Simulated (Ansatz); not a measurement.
CaO (model structure, F-43m, No. 216, 2 atoms in the cell), treated with LDA (plane waves, PAW; Ansatz, an electronic-structure program).

Settings: plane-wave cutoff 520 eV, 12×12×12 k mesh, Fermi–Dirac smearing 0.01 eV, scalar-relativistic PAW data made under PBE.

The cell is the one relaxed with PBEsol. Conventional cell: a = 5.1798 Å, b = 5.1798 Å, c = 5.1798 Å, α = 90.00°, β = 90.00°, γ = 90.00°.

```
CELL_PARAMETERS angstrom
      0.00000     2.58989     2.58989
      2.58989     0.00000     2.58989
      2.58989     2.58989     0.00000
ATOMIC_POSITIONS crystal
  Ca 0.00000 0.00000 0.00000
  O  0.25000 0.25000 0.25000
```

Q: List the 8 lowest band energies at Γ above −25 eV (eV, relative to the valence band maximum), grouping those that round alike.

A: At Γ: -17.76 (×3), -14.49, -0.67 (×3), 3.20.

Note: the relaxation could raise the start's symmetry but not lower it, so the cell can be a saddle point; cell and atoms aren't relaxed at this level (pressure -3.1 GPa).

A model structure was made by putting elements into a prototype or built by hand; it is no filed structure, need not be a known phase, and can be a saddle point held by its symmetry.
